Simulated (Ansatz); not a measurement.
## PtCu (R-3m): band-structure transport figures

Given:

```xyz
2
Lattice="1.3464 0.7773 4.2660 -1.3464 0.7773 4.2660 0.0000 -1.5547 4.2660" Properties=species:S:1:pos:R:3 pbc="T T T"
Cu     0.0000     0.0000     0.0000
Pt     0.0000     0.0000     6.3989
```

Computed with PBEsol, rigid bands (plane waves, PAW, scalar-relativistic; Ansatz, an electronic-structure program). Geometry: cell and atoms relaxed with PBEsol.

```json
{
 "density of states at the Fermi level": "0.777 states/(eV·cell), both spins",
 "bare Sommerfeld coefficient": "0.92 mJ/(mol of atoms·K²)",
 "drude_plasma_energy": "7.9 (x), 7.9 (y), 5.1 (z) eV",
 "root-mean-square Fermi velocity": "8.1e5 m/s",
 "resistivity times τ": "7.9 (x), 7.9 (y), 19.0 (z) ×10⁻²² Ω·m·s"
}
```

A metal at this level (no band gap); rigid bands, thermally averaged at 300 K, both spins. Spin-orbit coupling is left out, which matters with elements this heavy. τ is one relaxation time for all states.

Computed structure, not matched to a measured one here, so possibly hypothetical: PtCu (R-3m).
